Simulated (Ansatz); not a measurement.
This concerns the energy change from cell B to cell A (1 Na replaced by Li, in a slab cell with nine atoms a plane). Reaction: cell B + Li (bcc) → cell A + Na (bcc). Negative: the products are lower in energy.

Cell A: a slab of W (bcc, Im-3m) cut along (110), 47 atoms, oblique cell of 9.55 × 8.27 Å (64.5 Å²), symmetry Cmm2 within 0.02 Å, 13.4 Å thick under 16 Å of vacuum, in-plane vectors held at the crystal's; planes from bottom to top: W9 × 5 | Li | H, its two faces unlike (dipole correction applied); added, foreign or displaced atoms, above the top plane: LiH bound through Li to 1 W at 2.92 Å; spin state with PBE: run without spin, k-point mesh 5×6×1.
```
CELL_PARAMETERS angstrom
      9.55111     0.00000     0.00000
      4.77556     6.75366     0.00000
      0.00000     0.00000    29.25987
ATOMIC_POSITIONS crystal
  W  0.99996 0.00008 0.27572
  W  0.33334 0.00000 0.27571
  W  0.66671 0.99998 0.27570
  W  0.00002 0.33332 0.27567
  W  0.33333 0.33333 0.27572
  W  0.66665 0.33334 0.27567
  W  0.99996 0.66668 0.27570
  W  0.33333 0.66667 0.27571
  W  0.66671 0.66658 0.27572
  W  0.83333 0.33333 0.34986
  W  0.16668 0.33333 0.34981
  W  0.49999 0.33333 0.34981
  W  0.83335 0.66661 0.34986
  W  0.16659 0.66679 0.34988
  W  0.50003 0.66661 0.34987
  W  0.83331 0.00006 0.34986
  W  0.16664 0.00006 0.34987
  W  0.50007 0.99988 0.34988
  W  0.99995 0.00008 0.42700
  W  0.33334 0.99991 0.42695
  W  0.66674 0.99992 0.42695
  W  0.99988 0.33332 0.42699
  W  0.33333 0.33333 0.42688
  W  0.66679 0.33334 0.42699
  W  0.99993 0.66675 0.42695
  W  0.33333 0.66676 0.42695
  W  0.66671 0.66658 0.42700
  W  0.83333 0.33333 0.50405
  W  0.16599 0.33331 0.50376
  W  0.50068 0.33336 0.50376
  W  0.83321 0.66692 0.50412
  W  0.16640 0.66721 0.50406
  W  0.49987 0.66694 0.50413
  W  0.83346 0.99975 0.50412
  W  0.16680 0.99972 0.50413
  W  0.50027 0.99946 0.50406
  W  0.00002 0.00002 0.57834
  W  0.33413 0.99993 0.57870
  W  0.66593 0.99994 0.57869
  W  0.00073 0.33334 0.57818
  W  0.33333 0.33333 0.57707
  W  0.66593 0.33332 0.57818
  W  0.00074 0.66673 0.57869
  W  0.33253 0.66674 0.57870
  W  0.66665 0.66665 0.57834
  Li 0.33333 0.33333 0.67701
  H  0.33333 0.33333 0.73475
```

Cell B: a slab of W (bcc, Im-3m) cut along (110), 47 atoms, oblique cell of 9.55 × 8.27 Å (64.5 Å²), symmetry Cmm2 within 0.02 Å, 14.0 Å thick under 16 Å of vacuum, in-plane vectors held at the crystal's; planes from bottom to top: W9 × 5 | Na | H, its two faces unlike (dipole correction applied); added, foreign or displaced atoms, above the top plane: NaH bound through Na to 1 W at 3.21 Å; spin state with PBE: run without spin, k-point mesh 5×6×1.
```
CELL_PARAMETERS angstrom
      9.55111     0.00000     0.00000
      4.77556     6.75366     0.00000
      0.00000     0.00000    29.88555
ATOMIC_POSITIONS crystal
  W  0.99997 0.00006 0.26998
  W  0.33333 0.00001 0.26998
  W  0.66669 0.00000 0.26997
  W  0.00001 0.33333 0.26996
  W  0.33333 0.33333 0.26999
  W  0.66666 0.33334 0.26996
  W  0.99998 0.66667 0.26997
  W  0.33334 0.66666 0.26998
  W  0.66670 0.66661 0.26998
  W  0.83333 0.33333 0.34258
  W  0.16667 0.33333 0.34255
  W  0.50000 0.33333 0.34255
  W  0.83336 0.66663 0.34258
  W  0.16661 0.66676 0.34259
  W  0.50001 0.66662 0.34258
  W  0.83331 0.00004 0.34258
  W  0.16665 0.00004 0.34258
  W  0.50006 0.99990 0.34259
  W  0.99993 0.00012 0.41809
  W  0.33336 0.99991 0.41806
  W  0.66672 0.99992 0.41806
  W  0.99995 0.33332 0.41809
  W  0.33333 0.33333 0.41800
  W  0.66672 0.33334 0.41809
  W  0.99995 0.66675 0.41806
  W  0.33331 0.66675 0.41806
  W  0.66673 0.66654 0.41809
  W  0.83333 0.33333 0.49354
  W  0.16615 0.33331 0.49334
  W  0.50051 0.33336 0.49334
  W  0.83321 0.66685 0.49358
  W  0.16646 0.66709 0.49353
  W  0.49993 0.66687 0.49359
  W  0.83345 0.99982 0.49358
  W  0.16673 0.99980 0.49359
  W  0.50021 0.99958 0.49353
  W  0.99997 0.00010 0.56629
  W  0.33389 0.99987 0.56653
  W  0.66623 0.99989 0.56652
  W  0.00063 0.33334 0.56617
  W  0.33333 0.33333 0.56543
  W  0.66603 0.33332 0.56617
  W  0.00044 0.66678 0.56652
  W  0.33278 0.66680 0.56653
  W  0.66670 0.66657 0.56629
  Na 0.33333 0.33333 0.67292
  H  0.33333 0.33333 0.73963
```

Reference: Na (bcc, Im-3m), 1 atom in the cell, k-point mesh 20×20×20 on the run's own vectors. Conventional cell: a = 4.208 Å, b = 4.208 Å, c = 4.208 Å, α = 90.00°, β = 90.00°, γ = 90.00°.

Reference: Li (bcc, Im-3m), 1 atom in the cell, k-point mesh 24×24×24 on the run's own vectors. Conventional cell: a = 3.4393 Å, b = 3.4393 Å, c = 3.4393 Å, α = 90.00°, β = 90.00°, γ = 90.00°.

Plane-wave PAW calculations with Ansatz (a first-principles code), its default PAW set, cutoff 420 eV, 500 eV for r2SCAN. The structures are at rest with PBE, within the held lattices; other levels are single points on them. Neutral cells; Fermi-Dirac smearing of at most 0.10 eV in the solids, energies taken to zero width. The lattices are those relaxed with PBE, so at other levels the solids can be strained, which adds to the spread. Larger cells are relaxed from a start prepared with the learned potential CHGNet, on a coarser mesh till forces fall under 0.03 eV/Å, which some starts already meet. A dispersion term (D3(BJ), or D4 for r2SCAN) was computed beside these levels and is taken off wherever the name lacks it. The PAW files were made for PBE and serve at the other functionals too. Space groups of crystals are read within 0.01 Å. No zero-point or thermal terms. The structures are the rest points that the relaxations reached, not proven lowest. Spin-orbit coupling is left out. Values are for these cell sizes. Cell A has symmetry Cmm2 within 0.02 Å and got no random move, so less symmetric positions, which may lie lower, weren't tried. Cell B has symmetry Cmm2 within 0.02 Å and got no random move, so less symmetric positions, which may lie lower, weren't tried.

### Question
Predict the value from r2SCAN.

### Answer
0.07 eV, for cell B + Li (bcc) → cell A + Na (bcc).

### Question
List the value at the remaining levels and say how far they part.

### Answer
| Method | value (eV) | less r2SCAN |
|---|---|---|
| PBE | 0.07 | 0.00 |

The levels shown span only 0.00 eV, too little to tell them apart.
